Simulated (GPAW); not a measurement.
Input and output of a self-consistent single point for La3Hg (I4/mmm, 4 atoms in the cell) (GPAW).

Method of the run: LDA (Perdew-Wang 92), GPAW PAW datasets LDA (gpaw-data 1.0.1) (plane waves; GPAW 25.7.0).

The change in words: lattice scaled by 0.98. Reference geometry:
```yaml
crystal:
  lattice:
    - [-2.47086, 2.47086, 5.22091]
    - [2.47086, -2.47086, 5.22091]
    - [2.47086, 2.47086, -5.22091]
  atoms:
    - { symbol: La, position: [0.75000, 0.25000, 0.50000] }
    - { symbol: La, position: [0.25000, 0.75000, 0.50000] }
    - { symbol: La, position: [0.50000, 0.50000, 0.00000] }
    - { symbol: Hg, position: [0.00000, 0.00000, 0.00000] }
```

Reference input (self-consistent single point, DFT LDA (Perdew-Wang 92), plane waves, GPAW PAW datasets LDA (gpaw-data 1.0.1)): mode = pw; ecut = 850 eV; xc = LDA; kpts = 7 7 7; mesh shift (steps) = 0 0 0; occupations.name = fermi-dirac; occupations.width = 0.1 eV; nbands = -10; convergence.forces = 0.001 eV/Å; symmetry.symmorphic = false; symmetry.tolerance = 0.0005; maxiter = 100. This run's input differs from it in these lines:

```diff
@@ -5,5 +5,5 @@
 atoms = Atoms(['La', 'La', 'La', 'Hg'],
-              cell=[[-2.470856, 2.470856, 5.220909],
-                    [2.470856, -2.470856, 5.220909],
-                    [2.470856, 2.470856, -5.220909]],
+              cell=[[-2.421439, 2.421439, 5.116491],
+                    [2.421439, -2.421439, 5.116491],
+                    [2.421439, 2.421439, -5.116491]],
               scaled_positions=[[0.750000, 0.250000, 0.500000],
```

Output, abridged:

```
     iter     time        total  log10-change:
                         energy   eigst   dens  force
iter:   1 --:--:--   -19.901602
iter:   2 --:--:--   -19.693742   -0.23  -1.31
iter:   3 --:--:--   -19.017818   -0.26  -1.33
iter:   4 --:--:--   -19.120665   -0.70  -1.60
iter:   5 --:--:--   -19.012626   -0.93  -1.74
iter:   6 --:--:--   -19.088381   -1.37  -2.19
iter:   7 --:--:--   -19.059656   -1.87  -2.15
iter:   8 --:--:--   -19.189473   -1.71  -2.24
iter:   9 --:--:--   -19.015202   -1.46  -2.04
iter:  10 --:--:--   -19.018046   -1.37  -2.42
iter:  11 --:--:--   -19.008247c  -2.07  -2.70
iter:  12 --:--:--   -19.008043c  -2.67  -3.08
   [... lines left out ...]
iter:  29 --:--:--   -19.008377c  -5.62  -4.01c
iter:  30 --:--:--   -19.008400c  -5.37  -4.06c
iter:  31 --:--:--   -19.008408c  -5.44  -4.26c
iter:  32 --:--:--   -19.008408c  -5.81  -4.27c
iter:  33 --:--:--   -19.008408c  -6.08  -4.26c
   [... 8 lines left out ...]
iter:  42 --:--:--   -19.008396c  -6.10  -4.52c
iter:  43 --:--:--   -19.008404c  -6.50  -4.62c
iter:  44 --:--:--   -19.008409c  -6.58  -4.87c
iter:  45 --:--:--   -19.008407c  -7.36  -4.90c
iter:  46 --:--:--   -19.008408c  -7.75c -5.03c
iter:  47 --:--:--   -19.008413c  -6.91  -5.08c
iter:  48 --:--:--   -19.008412c  -7.51c -5.26c -16.52c
Converged after 48 iterations.

Dipole moment: (0.000000, 0.000000, -0.000000) |e|*Ang

Energy contributions relative to reference atoms: (reference = -1225680.829812)

Kinetic:        +36.671048
Potential:      -20.068844
External:        +0.000000
XC:             -32.223847
Entropy (-ST):   -0.171081
Local:           -3.301228
SIC:             +0.000000
--------------------------
Free energy:    -19.093953
Extrapolated:   -19.008412

Showing only first 2 kpts
 Kpt  Band  Eigenvalues  Occupancy
  0    23      9.59009    1.99893
  0    24     10.05821    1.89080
  0    25     10.05821    1.89080
  0    26     11.31593    0.00012

  1    23      9.28078    1.99995
  1    24     10.11477    1.81540
  1    25     10.36068    0.91363
  1    26     11.19530    0.00040

Fermi level: 10.34336

No gap
No difference between direct/indirect transitions
Energy (eV): -19.008412

Forces in eV/Ang:
  0 La   -0.00000   -0.00000    0.00000
  1 La   -0.00000   -0.00000    0.00000
  2 La   -0.00000   -0.00000   -0.00000
  3 Hg    0.00000    0.00000    0.00000

Stress tensor:
     0.011565    -0.000000    -0.000000
    -0.000000     0.011565     0.000000
    -0.000000     0.000000     0.014792
Stress (GPa, Voigt): [ 1.8529  1.8529  2.3699  0.     -0.     -0.    ]
```

The run converged in 48 iterations. GPAW prints stress with tension positive. Against the reference run the free energy drops by 36.8 meV/atom and the pressure goes from -4.16 to -2.03 GPa.

The starting cell comes from a database of computed structures (which also holds hypothetical and non-ambient phases and stackings), without a prior relaxation at this level. Its lattice was rescaled by a random factor within 2.5 % of one. For this run, on top of that: lattice scaled by 0.98.

Cost on one core of a shared machine: roughly 7 min.
